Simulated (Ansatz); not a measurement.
Consider the following.

```yaml
crystal:
  lattice:
    - [0.00939, 2.73482, 2.71795]
    - [2.73482, 0.00939, 2.71795]
    - [2.74421, 2.74421, 0.00000]
  atoms:
    - { symbol: Ga, position: [0.00046, 0.00046, 0.99954] }
    - { symbol: P, position: [0.24954, 0.24954, 0.25046] }
```

All values below come from r2SCAN with spin-orbit coupling, rigid bands (plane waves, PAW; Ansatz, a program for electronic structure). Condition of this run: uniaxial stress along [110] of -1 GPa (compression positive) (the target of the relaxation). Cell: cell and atoms relaxed with r2SCAN, then loaded as said.

Task: What conductivity effective mass do dilute electrons have at 300 K?

Result: 0.26 (x), 0.26 (y), 0.81 (z) mₑ.

Task: What conductivity effective mass do dilute holes have at 300 K?

Result: 0.48 (x), 0.48 (y), 0.45 (z) mₑ.

Task: And the band gap?

Result: 1.76 eV at this level; semilocal functionals usually fall short of the measured gap.

Rigid bands, one relaxation time for all states, no polarons.
